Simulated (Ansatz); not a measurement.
**Si in the diamond structure (space group Fd-3m, No. 227)**

Si is taken in the cubic space group Fd-3m, origin choice 1 (No. 227), the diamond structure, Pearson symbol cF8. Conventional cell: a = b = c = 5.4699 Å, α = β = γ = 90.00°. Si on 8a is surrounded by 4 Si at 2.369 Å (tetrahedral). (Neighbours: up to the widest gap in distance over summed covalent radii, below 1.35, at either atom.)
(The calculation used a cell of 2 atoms; values per cell refer to that cell.)

Calculations: PBE/PAW in Ansatz (a quantum-chemistry and plane-wave program), scalar-relativistic without spin-orbit coupling, earlier PAW set. Settings: 10×10×10 k-points, 0.05 eV Fermi–Dirac smearing.

```yaml
volume_per_atom: 20.46 Å³
density: 2.28 g/cm³
band_gap: 0.61 eV, indirect, Γ → Γ–X (87 % along)
electron_mass: 0.94 mₑ along k, 0.20 mₑ across
Hole mass (degenerate bands, along [100]): 0.16, 0.27, 0.27 mₑ
Lowest conduction-band minima above the VBM: a point along ⟨100⟩, about 1.0 Å⁻¹ from Γ 0.61 eV; L along ⟨111⟩ 1.46 eV
total_energy: -635.812 eV/atom (σ→0; compares only within this code and set-up)
```

Effective masses come from finite differences of ±0.01 Å⁻¹. Along k means along the line from Γ to the band edge. No phonon test of stability was made.
